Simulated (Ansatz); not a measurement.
The starting structures come from a database of crystals and need not be the phases stable at ambient conditions.

Inside the gap of an insulator the Bloch states are evanescent, with a wavenumber k + iκ along the transport direction.

Given:

```yaml
crystal:
  lattice:
    - [6.38554, 0.00000, 0.00000]
    - [-0.98901, 6.30848, 0.00000]
    - [2.69826, 3.15424, 4.85234]
  atoms:
    - { symbol: Ba, position: [0.00000, 0.00000, 0.00000] }
    - { symbol: Ag, position: [0.75000, 0.25000, 0.50000] }
    - { symbol: Ag, position: [0.25000, 0.75000, 0.50000] }
    - { symbol: Ge, position: [0.50000, 0.50000, 0.00000] }
    - { symbol: S, position: [0.84447, 0.84447, 0.62212] }
    - { symbol: S, position: [0.15553, 0.53341, 0.00000] }
    - { symbol: S, position: [0.46659, 0.46659, 0.37788] }
    - { symbol: S, position: [0.53341, 0.15553, 0.00000] }
```

Space group of this cell: I-42m. The cell is taken as given; by PBEsol its mean pressure is -3.3 GPa.

Transport runs along the normal of the first two printed cell vectors, the (110) plane of the conventional cell.

The gap is the functional's own. No spin-orbit coupling. Mid-gap values are interpolated on the energy grid.

Q: Compute, with PBEsol (Ansatz, a program for electronic structure), the band gap and the smallest decay constant κ at mid-gap.

A: Gap 0.45 eV on a 6×6×6 mesh; κ = 0.094 1/Å, at the zone centre.
